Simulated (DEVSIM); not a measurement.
System: Al/HfO2/n-Si capacitor, at 300 K.

Layer 1 from the left is HfO2, thickness (nm) 24.0. Layer 2 from the left is Si, thickness (nm) 6100, Nd (cm⁻³) 9e15.

Metal gate on the left, work function 4.1 eV. Fixed charge at the semiconductor interface 2.6e10 cm⁻² (in units of +e); no interface traps.

Constants are typed, rounded textbook-type inputs, not results; the design itself was drawn at random and stands for no fabricated device. Values at 300 K.

HfO2: gap (eV) 5.7, affinity (eV) 2.5, permittivity 22. Si: gap (eV) 1.124, affinity (eV) 4.05, permittivity 11.7, Nc (cm⁻³) 2.86e19, Nv (cm⁻³) 3.1e19.

DEVSIM, 1D Poisson equation in equilibrium, Boltzmann statistics, complete ionisation; no quantum confinement or tunnelling. Metal contacts follow the ideal Schottky-Mott rule: no Fermi-level pinning, no interface dipoles.

### Question
What does the simulation give for the threshold voltage (band bending 2φF)?

### Answer
threshold voltage (band bending 2φF) -0.92 V.
